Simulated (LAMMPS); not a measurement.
MD of Cu (fcc) at zero pressure, 4000 atoms, as a crystal; each row is its own run.

Level of theory: classical MD, pair style eam/alloy, file Cu_mishin1.eam.alloy; code LAMMPS.

```csv
T (K),volume (Å³/atom)
200,11.919
300,11.977
810,12.308
1020,12.471
1220,12.645
1430,12.861
```

**Question.** Fit a straight line, y = a + b x, to these rows (x is the first column, y the second) and predict the run at x = 610.

**Answer.** Least squares gives a = 11.744 and b = 0.0007458. At x = 610 the fit predicts 12.199 Å³/atom. The run itself gave 12.1687 ± 0.0001 Å³/atom, so the fit is 0.25 % high.

Caution (row 1430): this crystal lies over the melting point of about 1340 K that EAM-type Cu_mishin1.eam.alloy gives, so it is superheated.
